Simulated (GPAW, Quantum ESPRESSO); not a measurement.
A GPAW input for a self-consistent single point of MgSiSb2 (I-42d, 8 atoms in the cell) (DFT PBEsol, plane waves, GPAW PAW datasets PBEsol (made by gpaw-setup)):

```python
from ase import Atoms
from ase.units import GPa
from gpaw import GPAW

atoms = Atoms(['Mg', 'Mg', 'Si', 'Si', 'Sb', 'Sb', 'Sb', 'Sb'],
              cell=[[-3.157756, 3.157756, 5.852173],
                    [3.157756, -3.157756, 5.852173],
                    [3.157756, 3.157756, -5.852173]],
              scaled_positions=[[0.000000, 0.000000, 0.000000],
                                [0.750000, 0.250000, 0.500000],
                                [0.500000, 0.500000, 0.000000],
                                [0.250000, 0.750000, 0.500000],
                                [0.875000, 0.404920, 0.029920],
                                [0.595080, 0.625000, 0.470080],
                                [0.375000, 0.845080, 0.970080],
                                [0.154920, 0.125000, 0.529920]],
              pbc=True)

calc = GPAW(mode={'name': 'pw', 'ecut': 850},
            xc='PBEsol',
            kpts=(3, 3, 3),
            occupations={'name': 'fermi-dirac', 'width': 0.0},
            nbands=-8,
            convergence={'density': 1e-05, 'bands': -6},
            symmetry={'symmorphic': False, 'tolerance': 0.0005},
            maxiter=150)

atoms.calc = calc

energy = atoms.get_potential_energy()
print('Energy (eV):', round(energy, 6))
forces = atoms.get_forces()
print('Forces (eV/Ang):')
print(forces.round(5))
stress = atoms.get_stress()
print('Stress (GPa, Voigt):', (stress / GPa).round(4))
```

Q: Write the same calculation as an input for Quantum ESPRESSO.

A: One input that does it (others would too):

```fortran
&control
 calculation = 'scf',
 prefix = 'scf',
 outdir = './out',
 pseudo_dir = './',
 verbosity = 'high',
 tprnfor = .true.,
 tstress = .true.,
/
&system
 ibrav = 7,
 A = 6.3155120000,
 C = 11.7043460000,
 nat = 8,
 ntyp = 3,
 ecutwfc = 40,
 ecutrho = 200,
 occupations = 'fixed',
 nbnd = 50,
/
&electrons
 conv_thr = 1.0d-9,
 mixing_beta = 0.5,
/
ATOMIC_SPECIES
Mg    24.3050  mg_pbesol_v1.4.uspp.F.UPF
Si    28.0850  si_pbesol_v1.uspp.F.UPF
Sb   121.7600  sb_pbesol_v1.4.uspp.F.UPF
ATOMIC_POSITIONS crystal
Mg    0.0000000000    0.0000000000    0.0000000000
Mg   -0.5000000000    0.2500000000    0.7500000000
Si    0.0000000000    0.5000000000    0.5000000000
Si   -0.5000000000    0.7500000000    0.2500000000
Sb   -0.0299200000    0.4049200000    0.8750000000
Sb   -0.4700800000    0.6250000000    0.5950800000
Sb   -0.9700800000    0.8450800000    0.3750000000
Sb   -0.5299200000    0.1250000000    0.1549200000
K_POINTS automatic
3 3 3  0 0 0
```

Basis, cutoffs, solver keys and any potentials are the target program's own. This input uses DFT, PBEsol, plane waves, GBRV 1.5 ultrasoft (PBESOL) pseudopotentials.

The starting cell comes from a database of computed structures (which also holds hypothetical and non-ambient phases and stackings), without a prior relaxation at this level. For this run, on top of that: lattice scaled by 0.98.
